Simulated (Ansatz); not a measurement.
Consider AlN (space group P4_2/mnm, No. 136; a = 5.294 Å, c = 3.109 Å; a hypothetical phase, not in the database extracts checked).

Now apply this change: every lattice vector is stretched by 2.23 %; the atoms relax in the strained cell.

Levels (all Ansatz, a first-principles code, PAW): PBEsol (420 eV, spin-orbit coupling left out); r2SCAN (500 eV, no spin-orbit coupling); HSE06 (420 eV, scalar-relativistic without spin-orbit coupling).

At the geometry relaxed with PBEsol, these levels gave the following band gaps, in shuffled order: (a) 3.95 eV, (b) 3.30 eV, (c) 4.65 eV.

Problem. Match each gap to its level.

Solution. (a) r2SCAN; (b) PBEsol; (c) HSE06.

Single points use the geometry relaxed with PBEsol. HSE06 gaps are upper bounds (no full band path). Stability against distortions was not tested.
